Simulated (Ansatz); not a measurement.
## Ta4N5: pressure 7.5 GPa

The reference is Ta4N5 (space group I4/m, No. 87; a = 6.824 Å, c = 4.257 Å; a cell from a computed database, its experimental status unchecked).

Perturbation: cell and atoms relaxed at a pressure of 7.5 GPa.

Level of theory: DFT with PBEsol, PAW potentials and a 420 eV plane-wave cutoff in Ansatz (a quantum-chemistry and plane-wave program), scalar-relativistic without spin-orbit coupling. Γ-centred 13×13×13 mesh, Fermi–Dirac width 0.05 eV.

| quantity | base | changed | shift |
|---|---|---|---|
| volume per atom | 11.01 Å³ | 10.76 Å³ | -0.25 Å³ |
| lattice parameter a | 6.824 Å | 6.767 Å | -0.057 Å |
| c/a ratio | 0.624 | 0.625 | +0.001 |
| enthalpy H = E + PV relative to the base's energy | – | +0.51 eV/atom | – |
| band gap | zero | zero | – |

Final structure:

```
Ta4N5
1.0
   -3.38350     3.38350     2.11488
    3.38350    -3.38350     2.11488
    3.38350     3.38350    -2.11488
Ta N
4 5
Direct
  0.21494   0.60467   0.81961
  0.78506   0.39533   0.18039
  0.39533   0.21494   0.61027
  0.60467   0.78506   0.38973
  0.50000   0.50000   0.00000
  0.09133   0.30422   0.39555
  0.90867   0.69578   0.60445
  0.69578   0.09133   0.78711
  0.30422   0.90867   0.21289
```

Load acts through the strain it causes; cell and atoms are relaxed under it. Stability against distortions was not tested. Competing high-pressure phases were not computed. All final runs are without spin polarisation. An odd electron count without spin: Ta4N5.
